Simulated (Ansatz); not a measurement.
# CoPdO2: response to strain

Consider CoPdO₂ (space group R-3m, No. 166; not spin-polarised; relaxed with 0.1 eV smearing).

Space group R-3m, hexagonal axes (No. 166); a = b = 2.8623 Å, c = 17.8530 Å, α = β = 90.00°, γ = 120.00°

| atom | site | symmetry | x | y | z |
|---|---|---|---|---|---|
| Pd | 3a | -3m | 0.0000 | 0.0000 | 0.0000 |
| Co | 3b | -3m | 0.0000 | 0.0000 | 0.5000 |
| O | 6c | 3m | 0.0000 | 0.0000 | 0.1129 |
(The calculation used a cell of 4 atoms; values per cell refer to that cell.)

Strains are applied to the cell and any free atomic positions relax.

Method: PBE (Ansatz, a quantum-chemistry and plane-wave program; PAW; 420 eV plane waves; spin-orbit coupling left out).

Notes on the quantities. pressure: mean of the normal stresses, compression positive.

```csv
isotropic strain (%),pressure (GPa)
-3.53,29.0
-3.19,?
-1.51,10.5
0,0.0
1.13,-6.3
```

Task: Fit P = P₀ − Bδ + Cδ² with δ = (1 + ε)³ − 1 to the rows shown and predict the withheld row.

Result: Least squares on the printed values gives P₀ = -0.1 GPa, B = 205 GPa (at held cell shape), C = 775 GPa (largest residual 0.1 GPa); this predicts 25.6 GPa, and the run gives 25.4 GPa, 0.2 lower.

Stability against distortions was not tested. Seeded moments were not kept for the base. No Hubbard U is applied and the magnetic state is the run's own (CoPdO2 not spin-polarised; CoPdO2 non-magnetic); small cells can't hold the antiferromagnetic order that many such compounds have, so gaps and moments can be off. The final runs are not spin-polarised. An odd electron count without spin: CoPdO2.
